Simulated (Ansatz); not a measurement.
Consider this model of amorphous W16Si12N24.

```xyz
52
Lattice="8.7684 0.0788 0.0489 0.0788 8.2446 -0.0959 0.0489 -0.0959 8.3082" Properties=species:S:1:pos:R:3 pbc="T T T"
W      4.2108     0.6977     0.9604
W      1.9946     1.0124     7.8513
W      5.6153     4.2228     2.8694
W      4.0779     6.7427     3.4899
W      0.6485     6.8607     5.3690
W      4.6466     1.9146     4.0126
W      2.2658     0.3603     3.5973
W      2.5275     4.5453     4.3881
W      6.4015     6.7586     4.9040
W      6.0739     2.5855     0.4585
W      3.8738     5.2522     0.6238
W      3.3295     3.2792     6.9811
W      0.3683     3.3408     7.1256
W      6.6038     5.0837     7.4159
W      7.1798     0.1772     7.2243
W      3.7746     0.1697     6.0893
Si     8.3430     4.0345     4.2328
Si     7.9820     1.5160     4.1514
Si     5.0652     6.9809     7.4356
Si     5.1442     4.2709     5.4644
Si     5.4492     1.9627     6.4618
Si     1.5418     2.6171     2.0724
Si     0.8452     5.8054     2.2218
Si     6.4619     7.4262     2.0158
Si     1.9293     2.1123     5.3317
Si     0.9598     6.2262     7.8354
Si     3.1513     5.8471     6.4234
Si     8.4797     0.2746     1.4797
N      7.1210     5.2722     3.8932
N      1.9506     5.9822     0.8834
N      5.7689     8.0912     3.5040
N      8.5822     4.9729     8.1508
N      1.7136     0.3002     5.8157
N      7.8093     0.0444     5.0634
N      6.0197     4.5903     0.9335
N      4.8301     6.9697     1.4403
N      0.6489     4.8176     5.3428
N      0.2941     1.2813     2.6684
N      8.1893     6.9529     2.0773
N      2.3763     0.9387     1.5686
N      0.4648     7.9444     8.0775
N      6.7841     0.5891     1.0698
N      2.6400     2.5389     3.5815
N      4.8977     2.2411     2.0618
N      7.7004     6.4828     6.4437
N      7.9446     2.0769     7.7769
N      3.7041     4.8923     2.6647
N      6.9172     2.7904     3.6926
N      1.7492     6.5060     3.5930
N      1.7733     3.0581     0.2843
N      0.7257     4.1200     2.7747
N      0.1951     2.4685     5.0981
```

The numbers are results of PBE, scalar-relativistic without spin-orbit coupling (plane waves to 420 eV, PAW; Ansatz, a program for electronic structure), not measurements. The usual formal charges leave 72 electrons over, so the level spacing at the Fermi energy parts defect or band states and needn't be the band gap.

It comes from a melt-quench run on a machine-learned potential (CHGNet), relaxed afterwards by DFT. N atoms were pushed apart under 1.9 Å during the dynamics, to hinder bonds among them. The hot cell started wider than the set density and was brought back towards it in steps. It is the lowest in DFT energy of 2 quenches. It is a model cell: composition and starting density were chosen by hand, and all elements were melted together. No dispersion term was used. Its density started from a set value of 11.61 and ended at 10.00 g/cm³. The quench (nominally 380 K/ps over its main leg) was far faster than any real one, so the model tends to hold more defects than a real film. A cell of this size samples the disorder only roughly. Volume and shape were free in the relaxation. On a 2×2×2 Γ-centred mesh force components of up to 0.37 eV/Å stay, since the relaxation ran on one k-point at (1/4, 1/4, 1/4).

Neighbours within W-W 3.04 Å, W-Si 2.74 Å, W-N 2.68 Å, Si-Si 2.60 Å, Si-N 2.12 Å, N-N 1.70 Å count as bonded. Two cations that share two anions don't count as bonded, nor two that share one unless they lie closer than W-W 2.95 Å, W-Si 2.66 Å, Si-Si 2.38 Å.

Q: Give the coordination numbers, mean bond lengths and angles.

A: 
```yaml
Mean coordination of W by anions: 3.94 (2 with 1, 1 with 3, 7 with 4, 6 with 5); 43 close contacts or bonds to cations besides
Mean coordination of Si by anions: 2.67 (4 with 0, 2 with 3, 4 with 4, 2 with 5); 23 close contacts or bonds to cations besides
Mean coordination of N: 3.96 (5 with 3, 15 with 4, 4 with 5)
Mean W-N bond: 2.141 Å (spread 0.131 Å, 63 counted)
Mean Si-N bond: 1.808 Å (spread 0.065 Å, 32 counted)
Mean W-W close contact: 2.812 Å (spread 0.139 Å, 12 counted)
Mean W-Si close contact: 2.565 Å (spread 0.091 Å, 19 counted)
Bond angle at W: mean 100.4°, spread 30.9°
Bond angle at Si: mean 105.5°, spread 25.6°
Bond angle at N: mean 108.1°, spread 23.3°
```
